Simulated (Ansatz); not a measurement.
Base system: CdSe in the wurtzite structure (space group P6_3mc, No. 186; a = 4.383 Å, c = 7.155 Å).

Levels (all Ansatz, an electronic-structure program, PAW, earlier PAW set): PBE (420 eV, spin-orbit coupling left out); r2SCAN (500 eV, without spin-orbit coupling).

Its gap is 0.54 eV with PBE and 1.02 eV with r2SCAN.

Perturbation: a hydrostatic pressure of 18 GPa.

With PBE the gap becomes 0.95 eV.

Question: If the r2SCAN correction stayed the same, what would the r2SCAN gap be, and what does the r2SCAN run give?

Answer: A rigid correction of +0.48 eV gives 1.43 eV. The r2SCAN run gives 1.47 eV, so the correction itself changes by +0.04 eV.

Single points use the geometry relaxed with PBE. Load acts through the strain it causes; cell and atoms are relaxed under it. Stability against distortions was not tested. Measured, CdSe leaves this structure (for rock salt) near 2.72 GPa (temperature not stated; as listed in Datta, Sujoy, Jana, Debnarayan, arXiv (2020)), on rising pressure, with hysteresis.
